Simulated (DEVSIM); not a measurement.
abrupt GaAs n-p junction

Structure: abrupt GaAs n-p junction, at 300 K.

| layer (left to right) | material | thickness (μm) | Nd (cm⁻³) | Na (cm⁻³) | τn (s) | τp (s) |
|---|---|---|---|---|---|---|
| 1 | GaAs | 0.260 | 3.2e16 | - | 1e-9 | 1e-9 |
| 2 | GaAs | 7.90 | - | 1.6e14 | 1e-9 | 1e-9 |

Left contact: ohmic. Right contact: ohmic. Voltage is applied to the left contact. Recombination: SRH at mid-gap, radiative. Mobility is constant in doping.

The device is made up for the run: typed textbook-type constants, with dimensions and the other settings drawn at random. Values at 300 K.

```
parameter        GaAs
-------------  ------
gap (eV)        1.424
affinity (eV)    4.07
permittivity     12.9
Nc (cm⁻³)      4.7e17
Nv (cm⁻³)        9e18
μn (cm²/Vs)      8500
μp (cm²/Vs)       400
B (cm³/s)       2e-10
```

Model (solved in DEVSIM): 1D drift-diffusion, Boltzmann statistics, complete ionisation; no tunnelling, impact ionisation, image-force lowering or self-heating.

| Property | Value |
|---|---|
| Potential step across the device at zero bias | 1.072 V |
| Largest field in the device at zero bias | 11000 V/cm |
| Dark forward voltage at 1 A/cm² | 0.888 V |
| Dark forward voltage at 100 A/cm² | 1.378 V |

Dark forward current:

```csv
V (V),J (A/cm²)
-0.05,-6.2e-9
-0.10,-2.2e-8
-0.20,-1.8e-7
-0.25,-4.9e-7
-0.30,-1.3e-6
-0.40,-1.0e-5
-0.45,-2.9e-5
-0.55,-0.00023
-0.60,-0.00069
-0.65,-0.0021
-0.75,-0.027
-0.80,-0.11
-0.85,-0.43
-0.95,-3.1
-1.00,-6.1
-1.10,-17
-1.15,-26
-1.20,-37
-1.30,-68
-1.35,-88
-1.40,-110
-1.50,-170
-1.55,-200
-1.65,-270
-1.70,-310
-1.75,-340
-1.85,-430
-1.90,-470
```

Dark reverse current:

| V (V) | J (A/cm²) |
|---|---|
| 0.20 | 8.7e-9 |
| 0.50 | 1.8e-8 |
| 1.00 | 3.0e-8 |
| 1.50 | 4.0e-8 |
| 2.00 | 4.9e-8 |
| 3.00 | 6.4e-8 |
| 4.00 | 7.7e-8 |
| 5.00 | 8.9e-8 |
| 6.50 | 1.0e-7 |
| 8.00 | 1.1e-7 |
| 10.00 | 1.2e-7 |
